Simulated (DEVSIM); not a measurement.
Structure: abrupt InP p-n junction, at 350 K.

| layer (left to right) | material | thickness (μm) | Nd (cm⁻³) | Na (cm⁻³) | τn (s) | τp (s) |
|---|---|---|---|---|---|---|
| 1 | InP | 0.400 | - | 2.6e15 | 3.1e-10 | 3.1e-10 |
| 2 | InP | 2.60 | 5.6e16 | - | 3.1e-10 | 3.1e-10 |

Left contact: ohmic. Right contact: ohmic. Voltage is applied to the left contact. Recombination: SRH at mid-gap, Auger. Mobility is constant in doping.

This is a model device: material constants are rounded textbook-type values typed into the input, and sizes, dopings and lifetimes were drawn at random. Values at 300 K; Nc and Nv go as T^1.5, mobilities as T to minus their exponent, the gap by Varshni's rule with the affinity fixed.

```
parameter              InP
----------------  --------
gap (eV)             1.344
affinity (eV)         4.38
permittivity          12.5
Nc (cm⁻³)           5.7e17
Nv (cm⁻³)           1.1e19
μn (cm²/Vs)           5200
μp (cm²/Vs)            170
T exponent of μn         2
T exponent of μp         2
Cn (cm⁶/s)           9e-31
Cp (cm⁶/s)           9e-31
Varshni α (eV/K)  0.000363
Varshni β (K)          162
```

DEVSIM, 1D drift-diffusion, Boltzmann statistics, complete ionisation; no tunnelling, impact ionisation, image-force lowering or self-heating.

### Question
Tabulate band edges, carrier densities and field at zero bias.

### Answer
Energies count from the Fermi level of the right contact; mesh points crowd at the junctions.

```
x (μm)   Ec (eV)  Ev (eV)  n (cm⁻³)  p (cm⁻³)  field (V/cm)
-------  -------  -------  --------  --------  ------------
0.000      1.069   -0.259       290    2.6e15        -16000
0.01785    1.041   -0.287       740    1.0e15        -16000
0.04733    0.992   -0.336      3700    2.0e14        -17000
0.09599    0.906   -0.422     65000    1.2e13        -19000
0.2000     0.691   -0.637     8.1e7     9.3e9        -23000
0.2897     0.473   -0.855    1.1e11   6800000        -26000
0.3440     0.326   -1.002    1.4e13     53000        -28000
0.3852     0.208   -1.120    7.3e14      1000        -30000
0.4010     0.160   -1.168    3.6e15       210        -30000
0.4184     0.119   -1.209    1.4e16     < 1e2        -18000
0.4506     0.086   -1.242    4.1e16     < 1e2         -4700
0.5363     0.077   -1.251    5.6e16     < 1e2           -62
0.6572     0.077   -1.251    5.6e16     < 1e2           ≈ 0
0.8690     0.077   -1.251    5.6e16     < 1e2           ≈ 0
1.390      0.077   -1.251    5.6e16     < 1e2           ≈ 0
2.024      0.077   -1.251    5.6e16     < 1e2           ≈ 0
2.453      0.077   -1.251    5.6e16     < 1e2           ≈ 0
2.699      0.077   -1.251    5.6e16     < 1e2           ≈ 0
2.872      0.077   -1.251    5.6e16     < 1e2           ≈ 0
2.938      0.077   -1.251    5.6e16     < 1e2           ≈ 0
2.973      0.077   -1.251    5.6e16     < 1e2           ≈ 0
3.000      0.077   -1.251    5.6e16     < 1e2           ≈ 0
```
